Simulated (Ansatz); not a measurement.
An Ansatz (a first-principles code) run: Li2Se with a change (isotropic strain +1.50 %); Kohn–Sham DFT with the PBE functional, run in Ansatz with PAW and 420 eV plane waves, no spin-orbit coupling.

Input:

Ansatz 0.2 input:
```yaml
crystal:
  lattice:
    - [0, 3.0481963342, 3.0481963342]
    - [3.0481963342, 0, 3.0481963342]
    - [3.0481963342, 3.0481963342, 0]
  atoms:
    - { symbol: Li, position: [0.25, 0.25, 0.25] }
    - { symbol: Li, position: [0.75, 0.75, 0.75] }
    - { symbol: Se, position: [0, 0, 0] }
basis: { ecutwfc: 420, ecutrho_ratio: 4, xc_grid: 2, fft_grid_basis: typed }
kpoints: { mp_grid: { grid: [10, 10, 10] } }
hamiltonian:
  xc: pbe
  dispersion: none
  pseudopotentials: { kind: paw }
scf: { occupations: { method: fermi_dirac, width: 0.05 }, convergence: { dr2_threshold: 0.0000000003 } }
relax: { f_tol: 0.005, max_steps: 50 }
output: { forces: true, stress: true }
checkpoint: { write: state.ck, write_every: 1000 }
```

Output (explanatory and most iteration lines left out):

```
Relaxation: its limit of steps is 50 (relax.max_steps)
Pseudopotential: Li, paw, valence charge 3
Pseudopotential: Se, paw, valence charge 16
Crystal: 3 atoms, lattice volume = 56.645 Å³
Basis set: ecut = 420 eV, 1067 PW (Γ), exchange–correlation on 60×60×60 points (8 copies of the dense FFT grid, shifted against one another)
Bands: 15, of which v1, the nominal top of the filled ones, is band 11 counted from 1 (10 counted from 0)
Symmetry: 48 space group operations
Space group: Fm-3m (ITA 225), of the structure as read, at distance tolerance 3.8e-5 Å
k-points: 47 of 1000
Functional: x = pbe(κ = 0.804, μ = 0.2195149727645171), c = pbe(β = 0.06672455060314922)
SCF iter   1: F=—  HF=-5882.255180 eV  |F-HF|=—  |Δ(HF+E_count)|=         —  Δρ=3.54e-4  dr2=5.31e-5  ethr=1.77e-3  ⟨swp⟩=5.4  Hψ=3216  notcnv=0
SCF iter   2: F=—  HF=-5882.255153 eV  |F-HF|=—  |Δ(HF+E_count)|=   2.61e-5  Δρ=3.25e-4  dr2=1.06e-4  ethr=2.41e-7  ⟨swp⟩=2.0  Hψ=1598  notcnv=0
SCF 1 converged in 8 iterations: F = -5882.255130 eV  dr2 = 2.64e-10
relax step   1: F+E_penalty+E_count = -5882.25513014 eV  Δ(F+E_penalty+E_count) = +0.000e0 eV  max|allowed force component| = 1.388e-17 eV/Å  Δτ_max = 0.0000 Å  (8 SCF iters, accepted)
SCF converged after 8 iterations
Free energy (F): -5882.255130 eV
Internal energy: -5882.255130 eV  (E = F + TS)
E sigma→0 (E₀):  -5882.255130 eV
Fermi energy:    4.593244 eV
--- Forces (eV/Å), atoms counted from 1 ---
  atom   1  Li     0.00000000    -0.00000000    -0.00000000
  atom   2  Li     0.00000000    -0.00000000     0.00000000
  atom   3  Se    -0.00000000     0.00000000     0.00000000
--- Stress (GPa, compression-positive) ---
       -1.378935       0.000000       0.000000
       -0.000000      -1.378935      -0.000000
        0.000000       0.000000      -1.378935
  P = ⅓ Tr σ = -1.3789 GPa (-13.789 kbar)
--- Relaxed structure (1 steps of the walk, 1 accepted, 0 SCFs on fresh bases) ---
  atoms:
    - { symbol: Li, position: [0.25, 0.25, 0.25] }
    - { symbol: Li, position: [0.75, 0.75, 0.75] }
    - { symbol: Se, position: [0.0, 0.0, 0.0] }
```

Whether these cells are dynamically stable was not tested. The cell was made from Li₂Se in the anti-fluorite structure (space group Fm-3m, No. 225) by this change: isotropic strain +1.50 %.
